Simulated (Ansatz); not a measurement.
The starting structures come from a database of crystals and need not be the phases stable at ambient conditions.

Evanescent states of Ca2HN (Fd-3m, not sure to be the ambient phase, 16 atoms a cell, 15.5 Å³ an atom, 2 GPa at this level) along the normal of (110)

These are r2SCAN (plane waves, PAW; Ansatz, a quantum-chemistry and plane-wave program) values and carry that method's errors.

The gap is the functional's own, uncorrected, and κ follows it; spin-orbit coupling is left out. Mid-gap values are interpolated between the computed energies.

Energies count from the valence-band top; κ is the least over a 4×4 mesh across the current.

```tsv
E (eV)	κ (1/Å)	where
0.05	0.152	off Γ
0.15	0.229	off Γ
0.25	0.269	off Γ
0.35	0.297	off Γ
0.45	0.314	off Γ
0.55	0.317	off Γ
0.65	0.318	off Γ
0.75	0.319	off Γ
0.85	0.318	off Γ
0.95	0.317	off Γ
1.05	0.314	off Γ
1.15	0.309	off Γ
1.25	0.304	off Γ
1.35	0.297	off Γ
1.45	0.288	off Γ
1.55	0.276	off Γ
1.65	0.254	off Γ
1.75	0.227	off Γ
1.85	0.155	Γ
```

How thick must the barrier be to attenuate the transmission by 10^6 when the electrodes' Fermi level lies at 0.55 eV, and what attenuation does that film give at 1.45 eV?

d = 6 ln 10 / (2 × 0.317) = 21.8 Å. At 1.45 eV it gives 6 × 0.288/0.317 = 5.5 decades.
